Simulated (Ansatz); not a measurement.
Start from Au in the fcc (Cu type) structure (space group Fm-3m, No. 225; a = 4.083 Å). Axes: x, y, z lie along the cube axes.

It is then changed as follows: biaxial strain −0.66 %, plane normal [111], relaxed out of plane (Cartesian); in-plane vectors clamped, the third vector and the atoms free.

Levels (all Ansatz, an electronic-structure program, PAW): PBEsol (420 eV, no SOC); PBEsol+SOC (420 eV, with spin-orbit coupling).

The geometry is relaxed with PBEsol.

- PBEsol pressure: 0.8 GPa

With PBEsol+SOC at the same geometry, the pressure drops by 1.5 GPa to -0.7 GPa.

Single points use the geometry relaxed with PBEsol. The spin-orbit shifts are approximate. Whether these cells are dynamically stable was not tested.
